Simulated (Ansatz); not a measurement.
```
MgSe
1.0
    3.77410     0.00000     0.00000
    0.00000     3.77410     0.00000
    1.88705    -1.88705     2.71019
Mg Se
1 1
Cartesian
  0.00000   0.00000   0.00000
  1.88705   1.88705   0.00000
```

No spin polarisation.

Computed with LDA/PAW in Ansatz (a first-principles code), spin-orbit coupling left out. k-mesh 11×11×11 (Γ-centred); smearing 0.05 eV (Fermi–Dirac).

Q: Predict the pressure, band gap, smallest direct gap and space group.

A: The pressure (mean of the normal stresses, compression positive) comes out as 1.09 GPa, the band gap comes out as 1.67 eV and the smallest direct gap comes out as 2.65 eV. The space group is I4/mmm (No. 139).

The cells carry an imposed strain or load. No phonon test of stability was made. The cell was made from MgSe in the rock salt structure (space group Fm-3m, No. 225) by this change: biaxial strain −1.00 %, plane normal [001], relaxed out of plane.
